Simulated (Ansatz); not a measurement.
Results of HSE06 (Ansatz, an electronic-structure program, plane waves, PAW) for cotunnite HfO2 (model structure).

Settings: plane-wave cutoff 500 eV, 6×4×4 k mesh (along the axes of the cell as run), gaussian smearing 0.02 eV, scalar-relativistic PAW data made under PBE.

Cell (relaxed with r²SCAN):

```cif
data_Hf4O8
_chemical_formula_sum 'Hf4 O8'
_space_group_name_H-M_alt 'Pnma'
_space_group_IT_number 62
_space_group_name_Hall '-P 2ac 2n'
_cell_length_a 5.54070
_cell_length_b 3.31668
_cell_length_c 6.46820
_cell_angle_alpha 90.000
_cell_angle_beta 90.000
_cell_angle_gamma 90.000
loop_
_space_group_symop_operation_xyz
  'x, y, z'
  '-x, -y, -z'
  '-x+1/2, -y, z+1/2'
  'x+1/2, y, -z+1/2'
  'x+1/2, -y+1/2, -z+1/2'
  '-x+1/2, y+1/2, z+1/2'
  '-x, y+1/2, -z'
  'x, -y+1/2, z'
loop_
_atom_site_label
_atom_site_type_symbol
_atom_site_symmetry_multiplicity
_atom_site_Wyckoff_symbol
_atom_site_fract_x
_atom_site_fract_y
_atom_site_fract_z
_atom_site_occupancy
Hf1 Hf 4 c 0.24789 0.25000 0.89103 1
O1 O 4 c 0.13979 0.75000 0.07567 1
O2 O 4 c 0.47754 0.25000 0.15959 1
```

Task: Give the computed band gap.

Result: 
- band gap = 4.98 eV (on the SCF k mesh)

Note: the relaxation could raise the start's symmetry but not lower it, so the cell can be a saddle point; cell and atoms aren't relaxed at this level (largest force component 0.05 eV/Å, pressure -0.7 GPa).

Spin–orbit coupling is not included.

The computed numbers hold no vibrational or temperature effects.

A model structure was made by putting elements into a prototype or built by hand; it is no filed structure, need not be a known phase, and can be a saddle point held by its symmetry.
